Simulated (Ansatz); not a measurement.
The parent structure is SnTe in the rock salt structure (space group Fm-3m, No. 225; a = 6.289 Å). Axes: x, y, z lie along the cube axes.

Computed with Ansatz (a program for electronic structure) PBEsol, no spin-orbit coupling.

It is then changed as follows: every lattice vector is stretched by 1.00 %; the atoms relax in the strained cell.

Predict the stress tensor and what it implies for the stiffness.

Stress of the strained cell less that of the base (GPa, compression positive):
```
  -1.31    0.00    0.00
   0.00   -1.31    0.00
   0.00    0.00   -1.31
```

Then B = −ΔP/(ΔV/V₀) with ΔV/V₀ = 0.0303 gives secant stiffness values (nonlinear terms included at this strain): B ≈ 43 GPa.

As a check, the harmonic strain energy −½ V₀ Δσ:ε is 3.8 meV/atom; the computed energy rise is 4.0 meV/atom.

Whether these cells are dynamically stable was not tested.
